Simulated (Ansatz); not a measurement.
Levels about the gap of amorphous Si$_{30}$C$_{18}$N$_{16}$ (64 atoms in a cell of 785 Å³, 2.71 g/cm³; zone centre alone, so wide bands show as single levels with stretches between that a denser mesh fills), at the geometry that PBE relaxed, where it gives -0.1 GPa on a denser mesh. The participation number counts the atoms over which a state spreads; weights are charges in smoothed Voronoi cells. The levels come from a single point, so bond lengths are those of that geometry. Method of the levels: r2SCAN, scalar-relativistic without spin-orbit coupling (Ansatz, a program for electronic structure). Sampling: the zone centre alone; Fermi-Dirac width 0.01 eV; collinear spin, started from moments on atoms (the moments died out).

It comes from a melt-quench run on a machine-learned potential (CHGNet), relaxed afterwards by DFT. N atoms were pushed apart under 1.9 Å during the dynamics, to hinder bonds among them. The hot cell started wider than the set density and was brought back towards it in steps. It is the lowest in DFT energy of 2 quenches. It is a model cell: composition and starting density were chosen by hand, and all elements were melted together. No dispersion term was used. Its density started from a set value of 2.53 and ended at 2.71 g/cm³. The quench (nominally 400 K/ps over its main leg) was far faster than any real one, so the model tends to hold more defects than a real film. A cell of this size samples the disorder only roughly. The volume was free in the relaxation, at fixed shape. Stress components on the final sampling reach 2.2 GPa. On a 2×2×2 Γ-centred mesh force components of up to 0.44 eV/Å stay, since the relaxation ran on the zone centre alone.

| E - E(highest filled), eV | filling | spin | participation number | largest on | weight Si | weight C | weight N |
|---|---|---|---|---|---|---|---|
| -0.69 | filled | dn | 27.2 | Si, 3 neighbours | 0.53 | 0.25 | 0.22 |
| -0.50 | filled | up | 25.8 | Si, 4 neighbours | 0.51 | 0.34 | 0.15 |
| -0.50 | filled | dn | 25.8 | Si, 4 neighbours | 0.51 | 0.34 | 0.15 |
| -0.39 | filled | up | 21.2 | Si, 3 neighbours | 0.58 | 0.28 | 0.14 |
| -0.39 | filled | dn | 21.2 | Si, 3 neighbours | 0.58 | 0.28 | 0.14 |
| 0.00 | filled | dn | 19.8 | Si, 3 neighbours | 0.58 | 0.23 | 0.19 |
| 0.00 | filled | up | 19.8 | Si, 3 neighbours | 0.58 | 0.23 | 0.19 |
| 0.76 | empty | dn | 12.9 | C, 3 neighbours | 0.31 | 0.52 | 0.16 |
| 0.76 | empty | up | 12.9 | C, 3 neighbours | 0.31 | 0.52 | 0.16 |
| 0.98 | empty | dn | 15.0 | Si, 3 neighbours | 0.44 | 0.42 | 0.14 |
| 0.98 | empty | up | 15.0 | Si, 3 neighbours | 0.44 | 0.42 | 0.14 |
| 1.28 | empty | up | 25.5 | Si, 3 neighbours | 0.62 | 0.22 | 0.17 |
| 1.28 | empty | dn | 25.5 | Si, 3 neighbours | 0.62 | 0.22 | 0.17 |
| 1.45 | empty | dn | 27.0 | Si, 3 neighbours | 0.59 | 0.23 | 0.18 |

Most localised among these is the empty level at +0.76 eV, on a C atom, which has 3 neighbours (C 1.36 Å, Si 1.83 Å, Si 1.90 Å).
